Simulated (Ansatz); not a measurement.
MoS2 under a change: H interstitial (started 2.07 Å from the nearest host atom)

Start from a 9-atom supercell of MoS2 in the 3R-MoS2 type structure (space group R3m, No. 160; a = 3.175 Å, c = 18.586 Å (hexagonal axes); layered, stacked along the Cartesian z axis) at its relaxed geometry.

Perturbation: a neutral H interstitial (started 2.07 Å from the nearest host atom), atoms relaxed at fixed cell, starting from a slightly rattled geometry.

Calculations: r2SCAN+rVV10 in Ansatz (plane waves to 500 eV, PAW, scalar-relativistic without spin-orbit coupling), earlier PAW set. k-mesh 4×5×5 (Γ-centred); smearing 0.01 eV (Fermi–Dirac).

The pressure goes from zero to 0.9 GPa and the largest displacement of a host atom from its site in the perfect cell amounts to 0.06 Å. The final site of the added atom is 1 S at 1.43 Å.

The magnetic state is the one reached from the starting moments; the real material's order can differ, and small cells can't hold many antiferromagnetic ones. In so small a cell the defect repeats every few ångströms: this is an ordered compound, not a dilute defect. The mesh was chosen for an insulator and is coarse for the gapless case. Seeded moments were not kept for H interstitial (started 2.07 Å from the nearest host atom). The defect cell is spin-polarised and ends with 0.0 μB.

Ansatz is a first-principles code.
